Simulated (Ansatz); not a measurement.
**GaP: pressure series**

Start from GaP in the zinc blende structure (space group F-43m, No. 216).

Space group F-43m (No. 216); a = 5.4386 Å, b = 5.4386 Å, c = 5.4386 Å, α = 90.00°, β = 90.00°, γ = 90.00°

| atom | site | symmetry | x | y | z |
|---|---|---|---|---|---|
| Ga | 4a | -43m | 0.0000 | 0.0000 | 0.0000 |
| P | 4d | -43m | 0.7500 | 0.7500 | 0.7500 |
(The calculation used a cell of 2 atoms; values per cell refer to that cell.)

Cell and atoms are relaxed at each pressure.

Calculations: PBEsol (Ansatz, a quantum-chemistry and plane-wave program; PAW; 420 eV plane waves; no spin-orbit coupling).

Candidates:
(a) pressure 0.9 GPa
(b) pressure −1 GPa
(c) pressure 15 GPa
(d) pressure 4.5 GPa

Before the change:

| Property | Value |
|---|---|
| Band gap | 1.45 eV |

**Question.** Order them by band gap, lowest first.

**Answer.** (c) pressure 15 GPa (1.17 eV), (d) pressure 4.5 GPa (1.36 eV), (a) pressure 0.9 GPa (1.43 eV), (b) pressure −1 GPa (1.48 eV)

Load acts through the strain it causes; cell and atoms are relaxed under it. No phonon test of stability was made. Tetrahedral semiconductors of this kind turn to denser phases somewhere between about 1 and 50 GPa; those were not computed, so compressed cells here can lie past the real transition.
